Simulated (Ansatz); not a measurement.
Ansatz (a first-principles code) run on Cd5Au3 (I4/mcm, 16 atoms in the cell): self-consistent single point.

Computed with r2SCAN, default PAW files made with PBE (plane waves; Ansatz).

```
Cd5Au3
1.0
   -5.40423     5.40423     2.69607
    5.40423    -5.40423     2.69607
    5.40423     5.40423    -2.69607
Au Cd
6 10
Cartesian
  1.80501   7.20924   0.00000
  3.59922   1.80501   0.00000
  3.59922  -1.80501   2.69607
  1.80501   3.59922   2.69607
  0.00000   0.00000   1.34804
  0.00000   0.00000   4.04411
  0.84630   2.43082   0.00000
  8.37764   0.84630   0.00000
  4.55793   2.97341   2.69607
 -2.97341   4.55793   2.69607
  6.25053   2.97341   0.00000
  2.97341   4.55793   0.00000
 -0.84630   2.43082   2.69607
  2.43082   0.84630   2.69607
  0.00000   5.40423   1.34804
  5.40423   0.00000   1.34804
```

Reference input (self-consistent single point, DFT, r2SCAN, plane waves, default PAW files made with PBE): basis.ecutwfc = 500 eV; kpoints.mp_grid.grid = 4 4 4; hamiltonian.xc = r2scan; hamiltonian.pseudopotentials = {kind: paw} (the program's default PAW files); scf.occupations.method = cold; scf.occupations.width = 0.1 eV. This run's input differs from it in these lines:

Ansatz 0.2 input:
```diff
@@ -24,3 +24,3 @@
 basis:
-  ecutwfc: 500.0
+  ecutwfc: 575.0
 kpoints:
```

The program printed (abridged):

```
SCF iter   1: F=—  HF=-161666.186798 eV  |F-HF|=—  |Δ(HF+E_count)|=         —  Δρ=9.82e-3  dr2=3.42e-1  dr2_τ=1.37e-1  ethr=1.77e-3  ⟨swp⟩=5.1  Hψ=7795  notcnv=0  defer=162
all-band conjugate gradients solve this SCF's bands
preconditioner: auto → Kerker (q_TF=auto, 2.727 Å⁻¹)
SCF iter   2: F=—  HF=-161666.182697 eV  |F-HF|=—  |Δ(HF+E_count)|=   4.10e-3  S|Δr|=    0.00e0  Δρ=4.61e-3  dr2=6.65e-2  dr2_τ=9.26e-3  ethr=1.09e-4  ⟨swp⟩=2.0  Hψ=3259  notcnv=0  defer=215
   [... lines left out ...]
SCF iter   7: F=—  HF=-161666.186433 eV  |F-HF|=—  |Δ(HF+E_count)|=   2.36e-4  S|Δr|=    0.00e0  Δρ=2.01e-5  dr2=1.83e-6  dr2_τ=8.43e-8  ethr=2.28e-9  ⟨swp⟩=2.0  Hψ=3970  notcnv=0  defer=215
SCF iter   8: F=—  HF=-161666.186434 eV  |F-HF|=—  |Δ(HF+E_count)|=   4.11e-7  S|Δr|=    0.00e0  Δρ=5.25e-6  dr2=1.61e-7  dr2_τ=5.18e-9  ethr=5.82e-10  ⟨swp⟩=2.2  Hψ=3359  notcnv=0  defer=215
SCF iter   9: F=-161666.186434 eV  HF=-161666.186434 eV  |F-HF|=1.06e-8  |Δ(HF+E_count)|=   1.02e-7  S|Δr|=    0.00e0  Δρ=2.32e-6  dr2=2.99e-8  dr2_τ=1.22e-9  ethr=3.18e-11  ⟨swp⟩=10.8  Hψ=12024  notcnv=0
SCF 1 converged in 9 iterations: F = -161666.186434 eV  dr2 = 2.99e-8
Stability not checked (fill_not_monotonic)
Free energy (F): -161666.186434 eV
Internal energy: -161666.193556 eV  (E = F + TS)
E sigma→0 (E₀):  -161666.188808 eV
Entropy (-TS):   0.007122 eV (0.445 meV/atom)
Fermi energy:    16.801550 eV
--- Forces (eV/Å), atoms counted from 1 ---
  atom   1  Au    -0.10088926    -0.10088926    -0.00000000
  atom   2  Au     0.10088926    -0.10088926     0.00000000
  atom   3  Au     0.10088926     0.10088926     0.00000000
  atom   4  Au    -0.10088926     0.10088926    -0.00000000
   [... lines left out ...]
  atom  16  Cd     0.00000000     0.00000000    -0.00000000
--- Stress (GPa, compression-positive) ---
       -0.421403      -0.000000      -0.000000
       -0.000000      -0.421403      -0.000000
       -0.000000      -0.000000       1.740001
  P = ⅓ Tr σ = 0.2991 GPa (2.991 kbar)
  The stress holds the Pulay correction. Without it, at fixed plane waves, as pw.x and ABINIT print it: P = 0.2649 GPa
```

The run converged in 9 iterations. Against the reference run the free energy goes down by 1.5 meV/atom, the pressure moves little (0.31 to 0.30 GPa) and the largest force stays at 0.143 eV/Å.

The starting cell comes from a database of published, mostly measured structures (it also holds non-ambient and calculated ones), without a prior relaxation at this level. Its lattice was rescaled by a random factor within 2.5 % of one. Ansatz's pressure includes its estimate of the finite-basis (Pulay) stress.

Cost on one core of a shared machine: roughly 60 s.
